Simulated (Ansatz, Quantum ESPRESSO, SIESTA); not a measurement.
**CaNi₂ (P1, 6 atoms in the cell) computed with different codes at matched settings**

Self-consistent single point, at a second geometry (atoms moved at random). First geometry:

```
CaNi2
1.0
    0.00000     3.49996     3.49996
    3.49996     0.00000     3.49996
    3.49996     3.49996     0.00000
Ca Ni
2 4
Cartesian
  0.00000   0.00000   0.00000
  1.74998   1.74998   1.74998
  4.37495   4.37495   4.37495
  4.37495   2.62497   2.62497
  2.62497   2.62497   4.37495
  2.62497   4.37495   2.62497
```

Second geometry:
```
CaNi2
1.0
    0.00000     3.49996     3.49996
    3.49996     0.00000     3.49996
    3.49996     3.49996     0.00000
Ca Ni
2 4
Direct
  0.99511   0.99099   0.00506
  0.24615   0.24655   0.24048
  0.63082   0.61938   0.63967
  0.13370   0.64131   0.62537
  0.62228   0.62941   0.11688
  0.62195   0.12236   0.62254
```

Shared settings, as Ansatz (an electronic-structure program) writes them: kpoints.mp_grid.grid = 6 6 6; scf.occupations.method = fermi_dirac; scf.occupations.width = 0.1 eV. Potentials and cutoffs stand in the table.

| code | model | ΔF from the first geometry (meV/atom) | pressure (GPa) | largest force (eV/Å) | cutoff |
|---|---|---|---|---|---|
| Ansatz | PBEsol, PAW files made with PBE | 16.2 | 3.65 | 0.729 | 420 eV |
| Quantum ESPRESSO | PBEsol, PSlibrary ultrasoft (PBE) pseudopotentials | 16.6 | 2.98 | 0.746 | 50 Ry |
| SIESTA | GGA PBEsol, numerical atomic orbitals DZP, PseudoDojo PBEsol standard norm-conserving potentials (rewritten from UPF to PSML) | 25.8 | 16.22 | 1.393 | grid 300 Ry |

Size of the force on each atom (eV/Å): Sizes of forces hide their directions.

```json
[
 {"code": "Ansatz", "Ca1": "0.276", "Ca2": "0.451", "Ni3": "0.563", "Ni4": "0.729", "Ni5": "0.507", "Ni6": "0.360"},
 {"code": "Quantum ESPRESSO", "Ca1": "0.279", "Ca2": "0.457", "Ni3": "0.578", "Ni4": "0.746", "Ni5": "0.522", "Ni6": "0.372"},
 {"code": "SIESTA", "Ca1": "0.605", "Ca2": "0.976", "Ni3": "0.562", "Ni4": "1.393", "Ni5": "0.444", "Ni6": "0.283"}
]
```

On Ansatz's run: spin polarisation is off.

The spread over the programs that give each value: ΔF from the first geometry within 9.6 meV/atom; pressure within 13.24 GPa; largest force within 0.664 eV/Å.

SIESTA uses small atom-centred bases, whose incompleteness enters pressures, forces and empty levels differently from a plane-wave cutoff. Ansatz's pressure is given at a fixed set of plane waves, as the other plane-wave codes print theirs; with its correction for the finite basis it is 3.68 GPa. In the pressure, SIESTA (by 12.91) lies more than 1 GPa from the median of the plane-wave programs. In the force vectors, SIESTA (by 0.668) lies more than 0.08 eV/Å from the median of the plane-wave programs.

The starting cell comes from a database of computed structures (which also holds hypothetical and non-ambient phases and stackings), without a prior relaxation at this level. Its lattice was rescaled by a random factor within 2.5 % of one. For this run, on top of that: atoms moved at random.

Left out of this page: CP2K (unsound by tests on forces, stress, charge or solver warnings); FLEUR (stopped by limits of time or memory).

Keys are those of Ansatz 0.2.
